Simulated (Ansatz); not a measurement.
## Effect of biaxial strain +1.62 %, plane normal [001], relaxed out of plane on VPt3

The reference is VPt3 in the Cu3Au type structure (space group Pm-3m, No. 221; a = 3.871 Å; ferromagnetic; relaxed with 0.1 eV smearing). Axes: x, y, z lie along the cube axes.

One thing is altered: tensile biaxial strain of 1.62 % in the plane normal to [001], as in epitaxy on a mismatched substrate; the out-of-plane cell vector and the atoms relax.

All numbers come from Ansatz (a first-principles code), PBEsol, PAW, cutoff 420 eV, no SOC. k-mesh 15×15×15 (Γ-centred); smearing 0.1 eV (Fermi–Dirac).

The space group becomes P4/mmm (No. 123) (base: Pm-3m (No. 221)) and the shortest interatomic distance hardly moves (2.737 Å against 2.736 Å). The energy increases by 8.3 meV/atom and the pressure (mean of the normal stresses, compression positive) goes from zero to -3.6 GPa. The band gap stays zero and the magnetic state stays ferromagnetic. The out-of-plane strain amounts to -1.75 % and the ratio −ε⊥/ε∥ comes out as 1.08. The mean in-plane stress (compression positive) is -5.5 GPa.

Cost of the whole job for the changed cell (relaxation, final SCF and bands): very roughly 4 core-minutes.

Other magnetic orders, which the real material may have, were not ruled out. Stability against distortions was not tested.
